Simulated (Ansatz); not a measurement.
Candidates (primitive cells; geometry: relaxed with this functional, without spin-orbit coupling):
A. LaRuSi (P4/nmm), a = b = 4.209 Å, c = 7.030 Å, α = β = γ = 90.00°
B. TiSi₂ (Fddd), a = 5.8979 Å, b = 4.8745 Å, c = 4.7271 Å, α = 75.78°, β = 53.24°, γ = 50.98°
C. TaSi2 (P6_422), a = b = 4.7627 Å, c = 6.5509 Å, α = β = 90.00°, γ = 120.00°

Q: Put the candidates in order of logarithmic mean phonon energy, highest first, for PBEsol, DFPT electron-phonon coupling, linearised Boltzmann equation (Ansatz, a first-principles code).

A: B (31 meV), C (23 meV), A (12.3 meV)

Metals; harmonic phonons. Halving the electron mesh moves these values by up to 5 %; q meshes are mostly untested. Some of the runs warned that the eigensolver left states short of its tolerance. Spin-orbit coupling is left out.

Formula and space group known from diffraction (Crystallography Open Database), not checked to be the room-temperature form: LaRuSi (P4/nmm). The missing spin-orbit coupling matters most for TaSi2 (P6_422).
